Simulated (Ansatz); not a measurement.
Base system: ZrS₂ in the CdI2 type structure (space group P-3m1, No. 164; layered, stacked along the Cartesian z axis).

```
CELL_PARAMETERS angstrom
      3.63482     0.00000     0.00000
     -1.81741     3.14785     0.00000
      0.00000     0.00000     5.71966
ATOMIC_POSITIONS crystal
  Zr 0.00000 0.00000 0.00000
  S  0.33333 0.66667 0.25534
  S  0.66667 0.33333 0.74466
```

Level of theory: Kohn–Sham DFT with the PBE-D3(BJ) functional, run in Ansatz (a first-principles code) with PAW and 420 eV plane waves, no spin-orbit coupling.

Before the change:

| Quantity | Value |
|---|---|
| Pressure | 0.00 GPa |

One thing is altered: the cell is scaled by 1.0158 in all directions, atoms relaxed at fixed cell.

### Question
What happens to the energy relative to the base, largest internal atomic displacement and pressure?

### Answer
The energy grows by 6.6 meV/atom; the largest internal atomic displacement is 0.046 Å; the pressure (mean of the normal stresses, compression positive) goes from zero to -1.92 GPa.

The cells carry an imposed strain or load. No phonon test of stability was made.
